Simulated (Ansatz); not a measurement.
ScGe (Cmcm), PBEsol, DFPT electron-phonon coupling, linearised Boltzmann equation (Ansatz, an electronic-structure program): phonon-limited resistivity 30.1 μΩ·cm at 300 K along y (a = (1.99, -5.00, 0.00) Å; b = (1.99, 5.00, 0.00) Å; c = (0.00, 0.00, 3.74) Å), 41.6 μΩ·cm at 400 K, current-weighted mean free path 9.5 nm.

**Question.** What is the classical skin depth at 100 GHz (nonmagnetic, μ₀ = 1.257×10⁻⁶ H/m)?

**Answer.** δ = √(ρ/(π f μ₀)) = 873 nm.

**Question.** Estimate the electronic thermal conductivity at 300 K by the Wiedemann-Franz law (L₀ = 2.44×10⁻⁸ W·Ω/K²).

**Answer.** L₀T/ρ = 2.44×10⁻⁸ × 300/(30.1×10⁻⁸) = 24.3 W/(m·K). Inelastic scattering puts the true Lorenz number somewhat under L₀ near and below the Debye temperature.

**Question.** Estimate the resistivity of a 40 nm square wire with diffuse walls from ρ ≈ ρ₀(1 + 3ℓ/4d).

**Answer.** 1 + 0.75 × 9.5/40 = 1.18, so ρ ≈ 35.5 μΩ·cm and a line 1 μm long has 222 Ω. The formula is the free-electron limit for d well above ℓ; grain boundaries add to it.

A metal at this level (no band gap). Only scattering by harmonic phonons is included (no impurities, grain boundaries, electron-electron scattering or thermal expansion). Spin-orbit coupling is left out. Halving the electron mesh (24x24x24) moves the resistivity by up to 3 % at 300 K, the mean free path by up to 2 %. Smearing 0.20 eV; phonons on a 4x4x4 q mesh, which this run doesn't test.
